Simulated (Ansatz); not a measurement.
System: SiO2 (P4₁2₁2, No. 92). Method: r²SCAN-D4 in Ansatz (plane waves, PAW).

Numerical settings: plane-wave cutoff 560 eV, 8×8×6 k mesh (along the axes of the cell as run), Fermi–Dirac smearing 0.01 eV, scalar-relativistic PAW data made under PBE.

The cell is scaled about its equilibrium volume:

Shape and atoms are relaxed at each volume.

| V (Å³/atom) | P (GPa) | direct gap at Γ (eV) | c (Å) | a (Å) |
|---|---|---|---|---|
| 13.154 | 0.72 | 6.517 | 6.674 | 4.863 |
| 13.428 | 0.33 | 6.475 | 6.734 | 4.892 |
| 13.702 | 0.00 | 6.434 | 6.793 | 4.920 |
| 13.976 | -0.30 | 6.393 | 6.850 | 4.948 |
| 14.250 | -0.55 | 6.353 | 6.907 | 4.976 |

A straight line through the gaps at Γ against ln V gives a volume deformation potential dE_g(Γ)/d ln V of -2.0 eV: the gap at Γ widens under compression.

Note: the bulk modulus comes from volumes at which shape and atoms were relaxed.

Ansatz is a program for electronic structure.
